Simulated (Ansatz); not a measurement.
## Effect of As → N on GaAs

Consider GaAs in the zinc blende structure (space group F-43m, No. 216; a = 5.6667 Å).

It is then changed as follows: full substitution As → N; the structure is relaxed again.

Method: plane-wave PAW DFT at the r2SCAN level (Ansatz, a program for electronic structure, 500 eV), no SOC. k-mesh 13×13×13 (Γ-centred); smearing 0.05 eV (Fermi–Dirac), for the changed cell.

| quantity | base | changed | shift |
|---|---|---|---|
| density | 5.28 g/cm³ | 6.11 g/cm³ | +0.83 g/cm³ |
| lattice parameter a | 5.667 Å | 4.498 Å | -1.169 Å |
| space group | F-43m (No. 216) | F-43m (No. 216) | – |
| shortest interatomic distance | 2.454 Å | 1.948 Å | -0.506 Å |
| band gap | 0.96 eV | 2.17 eV | +1.21 eV |
| gap character | direct at Γ | direct at Γ | – |
| width of the top valence band | 3.40 eV | 3.72 eV | +0.32 eV |
| electron mass | 0.051 mₑ (at Γ) | 0.17 mₑ (at Γ) | – |

Masses are band curvatures over ±0.01 Å⁻¹ around the edge. Stability against distortions was not tested. This is not the structure that GaN has at room temperature and ambient pressure.
